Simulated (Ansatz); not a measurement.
The cell is made up: elements placed on another compound's structure type, so the phase may be hypothetical.

By PBEsol, the system below comes out a metal.

A figure of merit of an interconnect metal is its ballistic conductance per area.

Given:

```yaml
crystal:
  lattice:
    - [4.44145, 0.00000, 0.00000]
    - [0.00000, 4.44145, 0.00000]
    - [0.00000, 0.00000, 4.44145]
  atoms:
    - { symbol: Zr, position: [0.00000, 0.50000, 0.50000] }
    - { symbol: Zr, position: [0.50000, 0.00000, 0.50000] }
    - { symbol: Zr, position: [0.50000, 0.50000, 0.00000] }
    - { symbol: N, position: [0.50000, 0.00000, 0.00000] }
    - { symbol: N, position: [0.00000, 0.50000, 0.00000] }
    - { symbol: N, position: [0.00000, 0.00000, 0.50000] }
```

Space group of this cell: Pm-3m. The cell was relaxed by PBE-D3(BJ); by PBEsol its mean pressure is -1.2 GPa.

The current flows along the normal of the first two printed cell vectors. No spin-orbit coupling; the value is a mean over 0.1 eV about the Fermi level.

Problem. Give the ballistic conductance per area that PBEsol run with Ansatz (a program for electronic structure) yields.

Solution. 0.70 × 10¹⁵ S/m² for both spins.
